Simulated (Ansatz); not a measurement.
LaBr3 (P6₃/m, No. 176) was calculated with r²SCAN+rVV10 in Ansatz (PAW).

Numerical settings: plane-wave cutoff 560 eV, 6×6×8 k mesh (along the axes of the cell as run), Fermi–Dirac smearing 0.01 eV, scalar-relativistic PAW data made under PBE.

Shape and atoms are relaxed at each volume.

The direct gap at Γ against volume; x = 100 ln(V/30.958 Å³). One gap is withheld.

| V (Å³/atom) | x | gap (eV) |
|---|---|---|
| 29.720 | -4.08 | ? |
| 30.339 | -2.02 | 3.640 |
| 30.958 | 0.00 | 3.613 |
| 31.577 | 1.98 | 3.583 |
| 32.196 | 3.92 | 3.550 |

Question: Fit a straight line to the rows shown, give the volume deformation potential and predict the withheld gap.

Answer: Means of the 4 rows: x̄ = 0.970, ȳ = 3.5965 eV. Σ(x − x̄)(y − ȳ) = -0.2969 and Σ(x − x̄)² = 19.604, so the slope is -0.0151 eV per unit of x, and dE_g/d ln V = -1.5 eV. At x = -4.08: 3.5965 + (-0.0151) × (-4.08 − (0.970)) = 3.673 eV. The run gives 3.663 eV, 0.010 eV below the line, as the curve bends the same way over all rows.

Measured, for comparison: band gap 5.9 eV (temperature not stated, not corrected to a static lattice, literature value; as tabulated in Przystupa et al. (2023), doi:10.3390/ma16145085).

Spin–orbit coupling is not included.

Note: the bulk modulus comes from volumes at which shape and atoms were relaxed.

Ansatz is an electronic-structure program.
